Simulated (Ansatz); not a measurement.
Point defect Si vacancy + Si vacancy + Er interstitial in silicon

All values below come from PBE, PAW (plane waves to 420 eV; Ansatz, a first-principles code). The supercell holds 64 host sites (2×2×2 repeats of the unit cell), with a 2×2×2 shifted k-point sampling for the final energies. Sites at the start: the Si site; Si 2.37 Å away; midway between the emptied sites. Charged cells carry a point-charge image correction with potential alignment at far atoms. Dielectric constants: PBE linear response of the host. Host gap at this level: 0.61 eV. Finite-size and sampling errors can reach tenths of an eV here. Levels are measured in PBE's own, too narrow, gap. Spin–orbit coupling is left out, and no Hubbard U is applied to the open shells. Each state is the lowest found from its start.

```csv
charge,moment (μB),largest move off a lattice site (Å),image correction with alignment (eV)
+1†,fractional,0.07,0.10
0†,fractional,0.07,0.00
−1†,fractional,0.08,0.09
−2†,2.0,0.10,0.37
```

† Not settled in this cell, so no level is given: charge +1: fractional moment, a level filled in part, level within 0.1 eV of a band edge or past it; charge 0: fractional moment, a level filled in part, carriers not clearly localised; charge −1: fractional moment, a level filled in part, carriers not clearly localised; charge −2: a level filled in part, carriers not clearly localised.

Starting moments that weren't kept: charge +1 began with 3 μB and ended with 1.6; charge 0 began with 2 μB and ended with 2.5; charge −1 began with 3 μB and ended with 2.5.

All states together cost very roughly 70 core-minutes.
